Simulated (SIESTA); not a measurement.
SIESTA 5.4.2, DFT, PBE, numerical atomic orbitals DZP, PseudoDojo PBE standard norm-conserving (rewritten from UPF to PSML): diamond-structure Ge with 2 Si on Ge sites, atoms displaced (Ge14Si2), unrelaxed at the host's lattice constant, 16 atoms. Basis and mesh were picked for this test and aren't claimed converged.

```yaml
cell: 8.00, 8.00, 8.00 Å; 60, 60, 60°
distance_to_the_nearest_atom: 2.35 to 2.43 Å
task: scf
k mesh: 6×6×6
PAO.BasisSize: DZP
PAO.EnergyShift: 0.01 Ry
MeshCutoff: 300 Ry
ElectronicTemperature: 300 K
MaxSCFIterations: 200
SCF.Mixer.Method: Pulay
SCF.Mixer.Weight: 0.25
SCF.Mixer.History: 6
SCF.DM.Tolerance: 0.0001
Diag.ParallelOverK: true
SolutionMethod: diagon (default)
Diag.Algorithm: Divide-and-Conquer (default)
SCF.Mix: Hamiltonian (default)
SCF.H.Tolerance: 0.001 eV (default)
SCF.Mixer.Variant: stable (default)
k-points: 132
basis_orbitals: 278
electrons: 204
real_space_mesh: 72×72×72
```

Hardware: AMD EPYC (Zen 5), 96 cores on 1 socket, no SMT, 12 L3 cache groups.

Run on 3 ranks × 16 threads, it takes 26 s from launch to exit:

```bash
OMP_NUM_THREADS=16 mpirun -np 3 siesta input.fdf
```

From its output:

```
* Running on 3 nodes in parallel.
initatomlists: Number of atoms, orbitals, and projectors:     16   278   288
redata: SCF mix quantity                            = Hamiltonian
redata: Electronic Temperature                      =   300.0000 K
mix.SCF: Pulay mixing                            = Pulay
mix.SCF:    Variant                              = stable
mix.SCF:    History steps                        = 6
mix.SCF:    Linear mixing weight                 =     0.250000
mix.SCF:    Mixing weight                        =     0.250000
mix.SCF:    SVD condition                        = 0.1000E-07
Total number of electrons:   204.000000
* ProcessorY, Blocksize:    1  64
* Orbital distribution balance (max,min):   128    64
siesta: k-grid: Number of k-points = 132
diag: Algorithm                                     = D&C
diag: Parallel over k                               =   T
diag: Use parallel 2D distribution                  =   F
diag: Parallel block-size                           = 64
diag: Parallel distribution                         =     1 x     3
    nrows_g=278 nrows=128 sparsity=1.6984 nnzs=131256, refcount: 7>
    nrows_g=278 nrows=128 sparsity=1.6984 nnzs=131256, refcount: 8>
InitMesh: MESH = 72 x 72 x 72 = 373248
InitMesh: Mesh cutoff (required, used) =   300.000   335.662 Ry
...
             Section          Calls    Walltime       %
 global_section                   1      25.582  100.00
  siesta                          1      25.582  100.00
   Setup                          1       0.145    0.57
    bands                         1       0.000    0.00
    KSV_init                      1       0.000    0.00
   IterGeom                       1      25.403   99.30
    geom_init                     1       2.283    8.92
     state_init                   1       0.514    2.01
      hsparse                     1       0.016    0.06
      overlap                     1       0.019    0.08
     Setup_H0                     1       1.235    4.83
      naefs                       1       0.000    0.00
      dnaefs                      1       0.000    0.00
      two-body                    1       0.000    0.00
       MolMec                     1       0.000    0.00
      kinefsm                     1       0.019    0.08
      nlefsm                      1       0.125    0.49
      DHSCF_Init                  1       1.090    4.26
       DHSCF1                     1       0.024    0.09
        InitMesh                  1       0.024    0.09
       DHSCF2                     1       1.065    4.16
        REMESH                    1       0.244    0.96
        REORD                     2       0.000    0.00
        PHION                     1       0.712    2.78
        dscfComm                  1       0.004    0.01
        COMM_BSC                  1       0.000    0.00
        POISON                    1       0.006    0.02
     setup_H                      1       0.535    2.09
      DHSCF                       1       0.534    2.09
       DHSCF3                     1       0.534    2.09
        rhoofd                    1       0.264    1.03
        COMM_BSC                  2       0.000    0.00
        POISON                    1       0.007    0.03
        XC                        1       0.083    0.33
        vmat                      1       0.179    0.70
    IterSCF                       9      19.781   77.32
     compute_dm                   9      14.940   58.40
      diagon                      9      14.939   58.39
       cdiag                    792       6.848   26.77
        cdiag1                  792       0.346    1.35
        cdiag2                  792       0.621    2.43
        cdiag3                  792       5.800   22.67
        cdiag4                  396       0.041    0.16
     setup_H                      9       4.815   18.82
      DHSCF                       9       4.811   18.80
       DHSCF3                     9       4.811   18.80
        rhoofd                    9       2.393    9.35
        COMM_BSC                 18       0.001    0.00
        POISON                    9       0.058    0.23
        XC                        9       0.748    2.92
        vmat                      9       1.602    6.26
     MIXER                        8       0.010    0.04
    PostSCF                       1       3.337   13.04
     FINAL_HF                     1       3.337   13.04
      naefs                       1       0.000    0.00
      kinefsm                     1       0.020    0.08
      nlefsm                      1       0.175    0.69
      DHSCF                       1       2.978   11.64
       DHSCF3                     1       0.534    2.09
        rhoofd                    1       0.264    1.03
        COMM_BSC                  2       0.000    0.00
        POISON                    1       0.008    0.03
        XC                        1       0.083    0.32
        vmat                      1       0.178    0.70
       DHSCF4                     1       2.444    9.55
        REORD                    10       0.001    0.00
        COMM_BSC                  2       0.000    0.00
        dfscf                     1       2.356    9.21
      overfsm                     1       0.020    0.08
      MolMec                      1       0.000    0.00
      writeHSX                    1       0.002    0.01
    state_analysis                1       0.000    0.00
    siesta_move                   1       0.000    0.00
   Analysis                       1       0.011    0.04
    optical                       1       0.000    0.00
```

Wall times, medians of two to five repeats, each run alone on the node (launch to exit). Unless noted, each process is bound to its own block of adjacent cores. The build: conda-forge: Open MPI, OpenBLAS, ScaLAPACK, ELSI, no OpenMP; another build can shift the numbers. Scratch files lie in a memory file system.

Task: Read the timing block: which change would cut the largest part, on the same cores and with the result kept within 1.0 meV/atom in energy, 10 meV/Å in forces (largest component), 0.050 GPa in pressure?

Result: The largest part is solving for the density matrix (compute_dm), 57 % of the time from launch to exit. Inside it, the standard eigenproblem (diag3) takes 5.8 s of 15 s. One change that relieves it (others may too): going from 3 ranks × 16 threads to 48 ranks, the fastest of the measured ones that keep the result: 26 s to 5.2 s (5.0× as fast). The largest move is in solving for the density matrix (compute_dm): 15 s to 2.6 s. What the program resolved moves too: BlockSize from 64 to 5, ProcessorY from 1 to 6. These two results differ by: energy equal as printed, forces (largest component) under 0.001 meV/Å, pressure equal as printed. Others tried: 24 ranks × 2 threads (5.8 s); 16 ranks × 3 threads (7.3 s); 12 ranks × 4 threads (7.8 s); 8 ranks × 6 threads (11 s); 6 ranks × 8 threads (13 s); 4 ranks × 12 threads (20 s); 2 ranks × 24 threads (38 s).
